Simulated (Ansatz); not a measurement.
Start from SiC (space group P6_3mc, No. 186).

```
SiC
1.0
    3.09412     0.00000     0.00000
   -1.54706     2.67959     0.00000
    0.00000     0.00000    10.12917
Si C
4 4
Direct
  0.00000   0.00000   0.00031
  0.00000   0.00000   0.50031
  0.66667   0.33333   0.75025
  0.33333   0.66667   0.25025
  0.00000   0.00000   0.81285
  0.00000   0.00000   0.31285
  0.66667   0.33333   0.56221
  0.33333   0.66667   0.06221
```

All numbers come from Ansatz (a first-principles code), PBE, PAW, cutoff 420 eV, without spin-orbit coupling, earlier PAW set.

For the base:

```
Property                             Result
---------------------  --------------------
Valence-band top at Γ  0.00, 0.00, -0.05 eV
Gap character               indirect, Γ → M
Volume per atom                    10.50 Å³
Band gap                            2.22 eV
```

It is then changed as follows: a negative pressure, −1 GPa.

Q: Predict the new valence-band top at Γ, gap character, volume per atom and band gap.

A: The valence-band top at Γ (three highest levels, from the VBM) stays 0.00, 0.00, -0.05 eV; the gap character stays indirect, Γ → M; the volume per atom goes up by 0.05 Å³ (10.50 Å³ → 10.55 Å³); the band gap remains 2.22 eV.

Load acts through the strain it causes; cell and atoms are relaxed under it. No phonon test of stability was made.
